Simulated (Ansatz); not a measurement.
An Ansatz (a program for electronic structure) input for (Ru,Rh) alloy cell RhRu (hexagonal close-packed start):

Ansatz 0.2 input:
```yaml
crystal:
  lattice:
    - [-0.000191131, -4.735693347, -4.354762525]
    - [-0.000667264, 4.733961788, -4.352890051]
    - [5.465535104, 0.000590829, 4.354363173]
  atoms:
    - { symbol: Ru, position: [0.582362866, 0.415829635, 0.247459204] }
    - { symbol: Ru, position: [0.209829994, 0.54859194, 1.00197274] }
    - { symbol: Rh, position: [0.707617957, 0.042816707, 1.002774967] }
    - { symbol: Rh, position: [0.33723119, 0.16910024, 0.753305017] }
    - { symbol: Rh, position: [0.460351301, 0.793399707, 0.497495482] }
    - { symbol: Rh, position: [0.954551065, 0.288261267, 0.499109032] }
    - { symbol: Ru, position: [0.082586988, 0.912941783, 0.246174255] }
    - { symbol: Ru, position: [0.833504125, 0.663014771, 0.753053791] }
    - { symbol: Ru, position: [0.54172411, 0.209049448, 0.495175549] }
    - { symbol: Rh, position: [0.168683416, 0.33292098, 0.248430612] }
    - { symbol: Ru, position: [0.662621515, 0.827080236, 0.245858498] }
    - { symbol: Ru, position: [0.289194966, 0.95505058, 0.005750637] }
    - { symbol: Rh, position: [0.418069512, 0.58326364, 0.751025113] }
    - { symbol: Rh, position: [0.917443155, 0.084510124, 0.751917376] }
    - { symbol: Rh, position: [0.037631115, 0.708131041, 0.499491287] }
    - { symbol: Ru, position: [0.796596721, 0.4660379, 0.00100644] }
basis:
  ecutwfc: 420
  ecutrho_ratio: 4
  xc_grid: 2
kpoints:
  mp_grid: { grid: [6, 6, 6] }
hamiltonian:
  xc: pbe
  dispersion: none
  pseudopotentials: { kind: paw }
scf:
  n_extra_bands: 37
  occupations: { method: fermi_dirac, width: 0.05 }
output:
  forces: true
  stress: true
relax:
  f_tol: 0.03
  max_steps: 90
  cell: { stress_tol: 0.15 }
```

Level of theory: PBE (plane waves to 420 eV, PAW; Ansatz). Scalar-relativistic, without spin–orbit coupling; the runs are not spin-polarised. Its k-point mesh 6×6×6, Fermi–Dirac width 0.05 eV.

What does the end of the output print (band table and long remarks left out, numbers rounded to eight decimals)?


```
SCF converged after 8 iterations
Free energy (F): -98252.546708 eV
Harris-Foulkes:  -98252.546708 eV  (|F-HF|=0.00e0)
Internal energy: -98252.405499 eV  (E = F + TS)
E sigma→0 (E₀):  -98252.476103 eV
Entropy (-TS):   -0.141209 eV (-8.826 meV/atom)
Fermi energy:    22.579657 eV
--- Per-component energies (eV) ---
  E_band       = -1219.559335
  E_kinetic    = 8693.698391
  E_local      = -22925.764982  (includes V_loc(G=0)·N_el)
  E_nonlocal   = 5578.337692
  E_hartree    = 7757.232858
  E_xc         = -3298.244811
  E_vxc        = -4140.600075  (∫ρ·V_xc dr)
  E_paw        = -56379.593851  (= ΣΔE_a)
  E_vpaw       = -3939.701500  (= ΣTr[D̂ρ^β])
  E_aug_tail   = 0.005413  (compensation charges beyond the density's cutoff)
  E_ewald      = -37678.076209
  E_smearing   = -0.141209  (= −TS)
  E_closure    = 0.000000  (closes the sum)
  Σ components = -98252.546708   (vs F -98252.546708, Δ=0.00e0)
--- Forces (eV/Å), atoms counted from 1 ---
  atom   1  Ru     0.00341569     0.00225826    -0.00171863
  atom   2  Ru     0.00144656     0.00176401     0.00199567
  atom   3  Rh     0.00099907    -0.00543193     0.00144058
  atom   4  Rh    -0.00210488     0.00030809    -0.00248372
  atom   5  Rh    -0.00343917    -0.00237092     0.00395949
  atom   6  Rh     0.00093115     0.00210958    -0.00330263
  atom   7  Ru     0.00273399    -0.00040137     0.00063577
  atom   8  Ru    -0.00027230     0.00072237    -0.00187887
  atom   9  Ru     0.00176510     0.00106053     0.00257800
  atom  10  Rh     0.00054766     0.00099150    -0.00102254
  atom  11  Ru    -0.00646492     0.00292435    -0.00247013
  atom  12  Ru    -0.00386115    -0.00364463     0.00224231
  atom  13  Rh     0.00422684    -0.00077229     0.00022389
  atom  14  Rh     0.00085537     0.00236253    -0.00067678
  atom  15  Rh     0.00134309    -0.00331728     0.00155310
  atom  16  Ru    -0.00212210     0.00143724    -0.00107551
  max |Σ_I F_I| component: 3.59e-8 eV/Å
--- Stress (GPa, compression-positive) ---
       -0.000262       0.002971      -0.003842
        0.002971       0.004228       0.004430
       -0.003842       0.004430       0.025365
  P = ⅓ Tr σ = 0.0098 GPa (0.098 kbar)
--- Relaxed structure (4 steps of the walk, 4 accepted, 1 SCFs on fresh bases) ---
  F+E_penalty+E_count = -98252.54670769 eV   max|allowed force component| = 6.465e-3 eV/Å   (the final SCF, on the basis selected at the relaxed cell)
  cell:  # Å, volume = 222.4862 Å³
    - [0.00416723, -4.71965173, -4.32173575]
    - [0.00391473, 4.71955670, -4.32165032]
    - [5.44994539, -9.70486344e-5, 4.31661592]
  atoms:
    - { symbol: Ru, position: [0.58287424, 0.41746778, 0.25022877] }
    - { symbol: Ru, position: [0.20923707, 0.54444993, 1.00131760] }
    - { symbol: Rh, position: [0.70742923, 0.04162299, 1.00162451] }
    - { symbol: Rh, position: [0.33536608, 0.16923938, 0.75182212] }
    - { symbol: Rh, position: [0.45922047, 0.79084972, 0.49556556] }
    - { symbol: Rh, position: [0.95649718, 0.29128395, 0.50232241] }
    - { symbol: Ru, position: [0.08206826, 0.91482560, 0.24667852] }
    - { symbol: Ru, position: [0.83383434, 0.66486554, 0.75102732] }
    - { symbol: Ru, position: [0.54210726, 0.20867272, 0.49850921] }
    - { symbol: Rh, position: [0.16890018, 0.33173986, 0.24862196] }
    - { symbol: Ru, position: [0.66360363, 0.83178774, 0.24850563] }
    - { symbol: Ru, position: [0.29129268, 0.95581480, 0.00345705] }
    - { symbol: Rh, position: [0.41995245, 0.58515639, 0.75388016] }
    - { symbol: Rh, position: [0.91418822, 0.08336669, 0.74822879] }
    - { symbol: Rh, position: [0.03858755, 0.70761878, 0.49890452] }
    - { symbol: Ru, position: [0.79484118, 0.46123812, -0.00069413] }
```

Cost: about 30 core-minutes (a rough figure).
